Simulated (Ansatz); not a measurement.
**Input and output of a self-consistent single point for In (I4/mmm, 1 atom in the cell) (Ansatz, an electronic-structure program)**

Method of the run: PBE (plane waves, PAW; Ansatz).

Input as run:

Ansatz 0.2 input:
```yaml
crystal:
  lattice:
    - [-1.62500000, 1.62500000, 2.47500000]
    - [1.62500000, -1.62500000, 2.47500000]
    - [1.62500000, 1.62500000, -2.47500000]
  atoms:
    - { symbol: In, position_ang: [0.00000000, 0.00000000, 0.00000000] }
basis:
  ecutwfc: 420.0 eV
kpoints:
  mp_grid: { grid: [15, 15, 15] }
hamiltonian:
  xc: pbe
  pseudopotentials: { kind: paw }
scf:
  occupations: { method: fermi_dirac, width: 0.1 eV }
output:
  forces: true
  eigenvalues: true
  stress: true
```

Output, abridged:

```
WARN ansatz: RAYON_NUM_THREADS=1 ignored (pool sized by the plan → 1); use --threads N
Pseudopotentials: kind: paw
Pseudopotential: In, paw, valence charge 13
Crystal: 1 atoms, lattice volume = 26.142 Å³
Basis set: ecut = 420 eV, 533 PW (Γ), exchange–correlation on 48×48×48 points (8 copies of the dense FFT grid, shifted against one another)
Bands: 11, of which v1, the nominal top of the filled ones, is band 7 counted from 1 (6 counted from 0)
Symmetry: 16 space group operations
Space group: I4/mmm (ITA 139), of the structure as read, at distance tolerance 3.0e-5 Å
k-points: 288 of 3375
Initial density: superposition of atomic densities (neutral atoms: chi_scale 0, normalization atom), corrected by the library's trained network
Initial wavefunctions: pseudopotential atomic-orbital guess
Eigensolver: davidson
Functional: x = pbe(κ = 0.804, μ = 0.2195149727645171), c = pbe(β = 0.06672455060314922)
SCF iter   1: F=—  HF=-5597.844743 eV  |F-HF|=—  |Δ(HF+E_count)|=         —  Δρ=1.03e-3  dr2=2.05e-4  ethr=1.77e-3  ⟨swp⟩=4.9  Hψ=18667  notcnv=0
all-band conjugate gradients solve this SCF's bands
preconditioner: auto → none
SCF iter   2: F=—  HF=-5597.844326 eV  |F-HF|=—  |Δ(HF+E_count)|=   4.17e-4  Δρ=5.94e-4  dr2=9.71e-5  ethr=1.58e-6  ⟨swp⟩=2.1  Hψ=6969  notcnv=0
SCF iter   3: F=—  HF=-5597.844359 eV  |F-HF|=—  |Δ(HF+E_count)|=   3.30e-5  Δρ=4.78e-4  dr2=3.97e-5  ethr=7.47e-7  ⟨swp⟩=2.0  Hψ=4971  notcnv=0
SCF iter   4: F=—  HF=-5597.844338 eV  |F-HF|=—  |Δ(HF+E_count)|=   2.10e-5  Δρ=1.38e-4  dr2=3.14e-6  ethr=3.05e-7  ⟨swp⟩=2.4  Hψ=4990  notcnv=0
SCF iter   5: F=—  HF=-5597.844338 eV  |F-HF|=—  |Δ(HF+E_count)|=   2.68e-7  Δρ=1.35e-4  dr2=2.84e-6  ethr=2.41e-8  ⟨swp⟩=2.0  Hψ=4976  notcnv=0
SCF iter   6: F=—  HF=-5597.844336 eV  |F-HF|=—  |Δ(HF+E_count)|=   1.32e-6  Δρ=6.80e-5  dr2=7.09e-7  ethr=2.18e-8  ⟨swp⟩=2.0  Hψ=4586  notcnv=0
SCF iter   7: F=-5597.844336 eV  HF=-5597.844336 eV  |F-HF|=5.16e-8  |Δ(HF+E_count)|=   4.31e-7  Δρ=1.61e-5  dr2=3.98e-8  ethr=7.69e-10  ⟨swp⟩=4.2  Hψ=12215  notcnv=0
SCF 1 converged in 7 iterations: F = -5597.844336 eV  dr2 = 3.98e-8
SCF converged after 7 iterations
Free energy (F): -5597.844336 eV
Harris-Foulkes:  -5597.844336 eV  (|F-HF|=5.16e-8)
Internal energy: -5597.829012 eV  (E = F + TS)
E sigma→0 (E₀):  -5597.836674 eV
Entropy (-TS):   -0.015324 eV (-15.324 meV/atom)
Fermi energy:    10.285080 eV
--- Per-component energies (eV) ---
  E_band       = -23.273825
  E_kinetic    = 241.442757
  E_local      = -1074.547233  (includes V_loc(G=0)·N_el)
  E_nonlocal   = 366.075406
  E_hartree    = 421.385860
  E_xc         = -216.063300
  E_vxc        = -100.069759  (∫ρ·V_xc dr)
  E_paw        = -4152.138315  (= ΣΔE_a)
  E_vpaw       = -298.954411  (= ΣTr[D̂ρ^β])
  E_aug_tail   = 0.000025  (compensation charges beyond the density's cutoff)
  E_ewald      = -1183.984211
  E_smearing   = -0.015324  (= −TS)
  E_closure    = -0.000000  (closes the sum)
  Σ components = -5597.844336   (vs F -5597.844336, Δ=0.00e0)
--- Forces (eV/Å), atoms counted from 1 ---
  atom   1  In    -0.00000000     0.00000000     0.00000000
  max |Σ_I F_I| component: 1.97e-31 eV/Å
--- Stress (GPa, compression-positive) ---
        2.158718      -0.000000       0.000000
       -0.000000       2.158718      -0.000000
        0.000000       0.000000       1.749503
  P = ⅓ Tr σ = 2.0223 GPa (20.223 kbar)
  The stress holds the Pulay correction. Without it, at fixed plane waves, as pw.x and ABINIT print it: P = 1.9782 GPa
--- Band table (eV; the first three rows and the last of 288) ---
  k-point 0: bands = ["-4.4415", "-4.3343", "-4.3343", "-4.2542", "-4.1490", "0.7194", "20.8173", "20.8173", "20.9924", "21.8387", "24.2139"]
  k-point 1: bands = ["-4.4222", "-4.3447", "-4.3229", "-4.2492", "-4.1570", "0.8556", "19.9657", "20.1511", "20.3164", "21.2316", "25.1951"]
  k-point 2: bands = ["-4.3741", "-4.3671", "-4.2900", "-4.2435", "-4.1736", "1.2666", "18.4928", "18.7127", "19.2590", "20.2512", "23.8032"]
  k-point 287: bands = ["-4.6041", "-4.4855", "-4.0531", "-4.0272", "-4.0181", "7.3806", "7.6740", "14.1823", "15.0928", "18.5094", "19.4066"]
```

The run converged in 7 iterations.

The starting cell has typed, rounded lattice constants, without a prior relaxation at this level. Ansatz's pressure includes its estimate of the finite-basis (Pulay) stress.
